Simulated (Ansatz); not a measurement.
Strongest site found for several adsorbates on hcp Ti (0001).

Method: PBE (plane waves to 420 eV, PAW; Ansatz, a program for electronic structure).

Counted are starts at which the adsorbate stayed whole and on top. Thin slabs; no dispersion, zero-point or thermal terms; negative values mean binding.

```csv
"adsorbate, area an adsorbate",reference,bonded to,E_ads (eV),shortest bond to the host (Å)
"Cl, 30 Å²",½ Cl2(g),3 Ti,-3.57,[?]
"H, 30 Å²",½ H2(g),3 Ti,-1.09,1.97
"S, 30 Å²",⅛ S8(g),3 Ti,[?],2.41
"Cl, 7 Å²",½ Cl2(g),3 Ti,-2.89,2.41
"O, 7 Å²",½ O2(g),3 Ti,-5.28,1.91
"OH, 30 Å²",H2O(g) − ½ H2(g),3 Ti,-2.52,2.11
"Cl, 15 Å²",½ Cl2(g),3 Ti,-3.33,2.46
"S, 15 Å²",⅛ S8(g),3 Ti,-2.93,2.35
"O, 30 Å²",½ O2(g),3 Ti,-5.87,1.93
```

Task: What belongs in the gaps?

Result: 
- Cl, 30 Å², shortest bond to the host (Å): 2.51
- S, 30 Å², E_ads (eV): -3.49
